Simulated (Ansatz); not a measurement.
Relaxation of the outer planes of the (10-10) surface of wurtzite CdSe in its 1x1 cell (cut with top plane Cd + Se, bottom plane Cd + Se), outermost plane spacing 1.27 Å in the ideal cut.

The numbers are results of PBE (plane waves to 420 eV, PAW; Ansatz, a first-principles code), not measurements.

Set-up: 16 atoms, Cd8Se8, 12.7 Å thick at the start; mesh 6x4x1; 0.025 eV smearing; dipole correction on; all atoms relaxed; held to the start's symmetry, so lower structures may exist; no spin, no spin-orbit, no U.

```json
[
 {"plane": "1", "atoms": "Se + Cd", "bulk spacing to the next (Å)": "1.265", "relaxed spacing (Å)": "1.016", "change (%)": "-19.7", "rumpling (Å)": "0.86 (Se outermost)"},
 {"plane": "2", "atoms": "Se + Cd", "bulk spacing to the next (Å)": "2.530", "relaxed spacing (Å)": "2.583", "change (%)": "2.1", "rumpling (Å)": "0.19 (Cd outermost)"}
]
```
